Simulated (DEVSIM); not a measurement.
Device: Ti/SiO2/n-Si capacitor, at 250 K.

```tsv
layer (left to right)	material	thickness (nm)	Nd (cm⁻³)
1	SiO2	22.0	-
2	Si	5800	9.8e15
```

Metal gate on the left, work function 4.33 eV. Fixed charge at the semiconductor interface 3.4e11 cm⁻² (in units of +e); no interface traps.

This is a model device: material constants are rounded textbook-type values typed into the input, and sizes, dopings and lifetimes were drawn at random. Values at 300 K; Nc and Nv go as T^1.5, mobilities as T to minus their exponent, the gap by Varshni's rule with the affinity fixed.

| parameter | SiO2 | Si |
|---|---|---|
| gap (eV) | 9 | 1.124 |
| affinity (eV) | 0.9 | 4.05 |
| permittivity | 3.9 | 11.7 |
| Nc (cm⁻³) | - | 2.86e19 |
| Nv (cm⁻³) | - | 3.1e19 |
| Varshni α (eV/K) | - | 0.000473 |
| Varshni β (K) | - | 636 |

DEVSIM, 1D Poisson equation in equilibrium, Boltzmann statistics, complete ionisation; no quantum confinement or tunnelling. Metal contacts follow the ideal Schottky-Mott rule: no Fermi-level pinning, no interface dipoles.

Problem. Tabulate band edges, carrier densities and field at 1.2 V on the gate.

Solution. Energies count from the Fermi level of the right contact; mesh points crowd at the junctions.

```
x (μm)    Ec (eV)  Ev (eV)  n (cm⁻³)  p (cm⁻³)  field (V/cm)
--------  -------  -------  --------  --------  ------------
0.000       2.230   -6.770     < 1e2     < 1e2        430000
0.001645    2.301   -6.699     < 1e2     < 1e2        430000
0.005171    2.453   -6.547     < 1e2     < 1e2        430000
0.01273     2.779   -6.221     < 1e2     < 1e2        430000
0.01963     3.076   -5.923     < 1e2     < 1e2        430000
0.02168     3.165   -5.835     < 1e2     < 1e2        430000
0.02305     0.045   -1.091    2.7e18     < 1e2        130000
0.02807     0.085   -1.051    4.3e17     < 1e2         50000
0.03890     0.118   -1.018    9.0e16     < 1e2         20000
0.06443     0.146   -0.990    2.4e16     < 1e2          6100
0.1297      0.163   -0.973    1.1e16     < 1e2           830
0.3772      0.166   -0.970    9.8e15     < 1e2           ≈ 0
0.9105      0.166   -0.970    9.8e15     < 1e2           ≈ 0
2.242       0.166   -0.970    9.8e15     < 1e2           ≈ 0
4.661       0.166   -0.970    9.8e15     < 1e2           ≈ 0
5.358       0.166   -0.970    9.8e15     < 1e2           ≈ 0
5.630       0.166   -0.970    9.8e15     < 1e2           ≈ 0
5.746       0.166   -0.970    9.8e15     < 1e2           ≈ 0
5.800       0.166   -0.970    9.8e15     < 1e2           ≈ 0
5.814       0.166   -0.970    9.8e15     < 1e2           ≈ 0
5.819       0.166   -0.970    9.8e15     < 1e2           ≈ 0
5.822       0.166   -0.970    9.8e15     < 1e2           ≈ 0
```
